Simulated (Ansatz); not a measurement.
## A computed series for InAgTe2: response to strain

Take InAgTe2 in the chalcopyrite structure (space group I-42d, No. 122) as the base.

```cif
data_Ag4In4Te8
_chemical_formula_sum 'In4 Te8 Ag4'
_space_group_name_H-M_alt 'I-42d'
_space_group_IT_number 122
_space_group_name_Hall 'I -4 2bw'
_cell_length_a 6.43194
_cell_length_b 6.43194
_cell_length_c 12.76585
_cell_angle_alpha 90.000
_cell_angle_beta 90.000
_cell_angle_gamma 90.000
loop_
_atom_site_label
_atom_site_type_symbol
_atom_site_symmetry_multiplicity
_atom_site_Wyckoff_symbol
_atom_site_fract_x
_atom_site_fract_y
_atom_site_fract_z
_atom_site_occupancy
In1 In 4 b 0.00000 0.00000 0.50000 1
Te1 Te 8 d 0.24124 0.25000 0.12500 1
Ag1 Ag 4 a 0.00000 0.00000 0.00000 1
```
(The calculation used a cell of 8 atoms; values per cell refer to that cell.)

Strains are applied to the cell and any free atomic positions relax.

All numbers come from PBEsol, PAW, 420 eV (Ansatz, a first-principles code; spin-orbit coupling left out).

Notes on the quantities. pressure: mean of the normal stresses, compression positive; energy relative to the base: free energy F.

| case | width of the top valence band | pressure | energy relative to the base | volume per atom | band gap |
|---|---|---|---|---|---|
| base | 1.05 eV | 0.00 GPa | 0 meV/atom | 33.01 Å³ | 0.08 eV |
| isotropic strain −3.00 % | 1.27 eV | 5.12 GPa | +42 meV/atom | 30.13 Å³ | 0.30 eV |
| isotropic strain −2.25 % | 1.21 eV | 3.61 GPa | +23 meV/atom | 30.83 Å³ | 0.24 eV |
| isotropic strain −1.50 % | 1.16 eV | 2.26 GPa | +9.8 meV/atom | 31.54 Å³ | 0.18 eV |
| isotropic strain −0.75 % | 1.10 eV | 1.06 GPa | +2.4 meV/atom | 32.27 Å³ | 0.13 eV |

With Te present, leaving out spin-orbit coupling can change the band edges. Stability against distortions was not tested. A zero or small gap of InAgTe2 can be the functional's error rather than a property of the material.
